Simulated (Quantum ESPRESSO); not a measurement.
**Short convergence ladders for ZrSc (P3m1, 2 atoms in the cell)**

```
ZrSc
1.0
    3.29926     0.00000     0.00000
   -1.64963     2.85725     0.00000
    0.00000     0.00000     5.18079
Zr Sc
1 1
Direct
  0.66667   0.33333   0.00965
  0.00000   0.00000   0.50000
```

Base method: LDA (PZ), PSlibrary ultrasoft (LDA, semicore) pseudopotentials (plane waves; Quantum ESPRESSO).

Base settings: ecutwfc = 55 Ry; ecutrho = 440 Ry; occupations = smearing; smearing = fermi-dirac; degauss = 0.0073499 Ry; potentials = {Zr: Zr.pz-spn-rrkjus_psl.1.0.0.UPF, Sc: Sc.pz-spn-rrkjus_psl.1.0.0.UPF}; K_POINTS = automatic 5 5 3 0 0 0; conv_thr = 1e-10 Ry; mixing_beta = 0.4.

The count of work is k-points × plane waves × bands × iterations; it is no time. 

**The k-point mesh**

The second cell is the first with its lattice scaled by 0.98.

Only quantities that move along the ladder and can be compared are tabulated.

```csv
K_POINTS,free energy less the last step's (meV/atom),energy of the compressed cell less the first (meV/atom),pressure (GPa),largest difference of a force vector from the last step's (eV/Å),count of work / last
automatic 2 2 1 0 0 0,-721.44,-104.90,-13.98,0.212,0.0080
automatic 3 3 2 0 0 0,11.18,-57.23,-8.59,0.072,0.038
automatic 4 4 3 0 0 0,7.38,-40.94,-7.05,0.026,0.033
automatic 5 5 3 0 0 0,-6.13,-45.00,-7.49,0.018,0.048
automatic 16 16 9 0 0 0,0.00,-45.81,-7.53,0.000,1.0
```

Coarsest K_POINTS that holds the forces within 0.02 eV/Å: not settled: the last two steps still differ by 0.018 eV/Å, over half the tolerance, so the ladder does not show it.

Coarsest K_POINTS that holds the energy of the compressed cell less the first within 2 meV/atom of the last step, with all finer ones: automatic 5 5 3 0 0 0, at 0.048 of the last step's count of work; the step before is off by 4.9 meV/atom.

Coarsest K_POINTS that holds the free energy within 5 meV/atom: not settled: the last two steps still differ by 6.1 meV/atom, over half the tolerance, so the ladder does not show it.

**The SCF threshold**

The mesh stays at the base's, so the ladder's end is converged at best in this setting alone.

Only quantities that move along the ladder and can be compared are tabulated.

```csv
conv_thr,free energy less the last step's (meV/atom),largest difference of a force vector from the last step's (eV/Å),count of work / last
0.0073 Ry,3.85,0.232,0.21
7.3e-05 Ry,0.21,0.033,0.37
1e-10 Ry,0.00,0.000,0.74
7.3e-14 Ry,0.00,0.000,1.0
```

Coarsest conv_thr that holds the forces within 0.01 eV/Å of the last step, with all finer ones: 1e-10 Ry; the step before is off by 0.033 eV/Å.

Coarsest conv_thr that holds the free energy within 1 meV/atom of the last step, with all finer ones: 7.3e-05 Ry, at 0.37 of the last step's count of work; the step before is off by 3.8 meV/atom.

On the base run: the starting cell comes from a database of computed structures (which also holds hypothetical and non-ambient phases and stackings), without a prior relaxation at this level. Its lattice was rescaled by up to half a per cent. One atom was moved a little off its site on purpose. In the base run, with a pressure of about -7 GPa the cell is away from its equilibrium volume at this level. Without a gap this mesh is coarse (it stands for a supercell whose shortest vector is 16 Å).
